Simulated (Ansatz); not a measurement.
We consider SiAs₂ (Pbam, No. 55, 24 atoms in the cell; start mp-978553), described by LDA (PAW; Ansatz, a program for electronic structure).

Run with plane-wave cutoff 520 eV, 4×4×10 k mesh (along the axes of the cell as run), Fermi–Dirac smearing 0.01 eV, scalar-relativistic PAW data made under PBE.

Cell (relaxed with PBE-D3(BJ)):

```
CELL_PARAMETERS angstrom
      9.84261     0.00000     0.00000
      0.00000    14.53206     0.00000
      0.00000     0.00000     3.67386
ATOMIC_POSITIONS crystal
  Si 0.70092 0.26411 0.00000
  Si 0.29908 0.73589 0.00000
  Si 0.20092 0.23589 0.00000
  Si 0.79908 0.76411 0.00000
  Si 0.91708 0.13814 0.50000
  Si 0.08292 0.86186 0.50000
  Si 0.41708 0.36186 0.50000
  Si 0.58292 0.63814 0.50000
  As 0.59609 0.11196 0.00000
  As 0.40391 0.88804 0.00000
  As 0.09609 0.38804 0.00000
  As 0.90391 0.61196 0.00000
  As 0.72721 0.03576 0.50000
  As 0.27279 0.96424 0.50000
  As 0.22721 0.46424 0.50000
  As 0.77279 0.53576 0.50000
  As 0.56151 0.39882 0.00000
  As 0.43849 0.60118 0.00000
  As 0.06151 0.10118 0.00000
  As 0.93849 0.89882 0.00000
  As 0.85069 0.29406 0.50000
  As 0.14931 0.70594 0.50000
  As 0.35069 0.20594 0.50000
  As 0.64931 0.79406 0.50000
```

### Question
Predict the band gap and smallest direct gap on the k points sampled.

### Answer

- band gap: 0.63 eV (indirect)
- smallest direct gap on the k points sampled: 0.71 eV

Note: cell and atoms aren't relaxed at this level (pressure -1.6 GPa).

Spin–orbit coupling is not included.

A start named mp-… is a Materials Project structure, which need not be a measured phase.
